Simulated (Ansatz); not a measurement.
**Ni2Si (space group Pnma, No. 62; non-magnetic)**

```
Ni2Si
1.0
    4.91682     0.00000     0.00000
    0.00000     3.69822     0.00000
    0.00000     0.00000     7.00800
Ni Si
8 4
Direct
  0.54215   0.25000   0.79255
  0.04215   0.25000   0.70745
  0.45785   0.75000   0.20745
  0.95785   0.75000   0.29255
  0.17144   0.25000   0.06029
  0.67144   0.25000   0.43971
  0.82856   0.75000   0.93971
  0.32856   0.75000   0.56029
  0.70836   0.25000   0.11340
  0.20836   0.25000   0.38660
  0.29164   0.75000   0.88660
  0.79164   0.75000   0.61340
```

Level of theory: PBEsol (Ansatz, a program for electronic structure; PAW; 420 eV plane waves; no spin-orbit coupling), earlier PAW set. Γ-centred 8×10×6 mesh, Fermi–Dirac width 0.05 eV.

| Quantity | Value |
|---|---|
| Volume per atom | 10.62 Å³ |
| Density | 7.58 g/cm³ |
| Band gap | zero |
| Total energy | -4077.776 eV/atom (σ→0; compares only within this code and set-up) |

No phonon test of stability was made. Starting moments died away, wholly or in part, for the base; another magnetic solution may exist. The final runs are not spin-polarised.
